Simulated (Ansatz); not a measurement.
System: Ta (model structure, started from the diamond type, Fd-3m, No. 227, 2 atoms in the cell). Method: r²SCAN (Ansatz, a quantum-chemistry and plane-wave program, PAW).

Numerical settings: plane-wave cutoff 560 eV, 16×16×16 k mesh, Fermi–Dirac smearing 0.05 eV, scalar-relativistic PAW data made under PBE.

Cell (relaxed at this level):

```
Ta
1.0
    0.00000     3.02822     3.02822
    3.02822     0.00000     3.02822
    3.02822     3.02822     0.00000
Ta
2
Direct
  0.25000   0.25000   0.25000
  0.00000   0.00000   0.00000
```

### Question
Estimate the bulk modulus B0 that the calculation returns.

### Answer

- bulk modulus B0: 69.6 GPa

The run finds no gap.

Note: the bulk modulus is −V dP/dV from two relaxed cells at ±2 % in volume; the relaxation could raise the start's symmetry but not lower it, so the cell can be a saddle point.

Spin–orbit coupling is not included.

Static lattice: no zero-point or thermal effects.

The result took around 40 core-seconds (rough).

A model structure was made by putting elements into a prototype or built by hand; it is no filed structure, need not be a known phase, and can be a saddle point held by its symmetry.
